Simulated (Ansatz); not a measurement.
We consider SnI2 (within 0.1 Å of C2/m, No. 12; cell taken from a computed entry), described by PBEsol (Ansatz, an electronic-structure program, plane waves, PAW).

Run with plane-wave cutoff 500 eV, 10×6×4 k mesh (along the axes of the cell as run), gaussian smearing 0.02 eV, scalar-relativistic PAW data made under PBE.

Computed at the level's own relaxed cell.

Q: Estimate the equilibrium volume per atom and band gap that the calculation returns.

A: 
equilibrium volume per atom: 37.29 Å³/atom
band gap: 1.52 eV (on the SCF k mesh)

Spin–orbit coupling is not included; with these elements it can move the gap by several tenths of an eV or more.

The result took around 50 core-minutes (rough).
